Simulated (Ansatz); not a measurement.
Name crystals whose electron conductivity mass lies between 0.049 and 0.076 mₑ and whose band gap lies between 0.39 and 0.6 eV, by PBEsol, rigid bands in Ansatz (a program for electronic structure).

Many crystals can fit; among those computed here:
- CdSe (P6_3mc): 0.067 mₑ, 0.54 eV
- InP (F-43m): 0.056 mₑ, 0.57 eV
- CdSe (F-43m): 0.061 mₑ, 0.48 eV

Masses are for dilute carriers at 300 K, harmonic means over directions unless an axis is named. Spin-orbit coupling is left out.
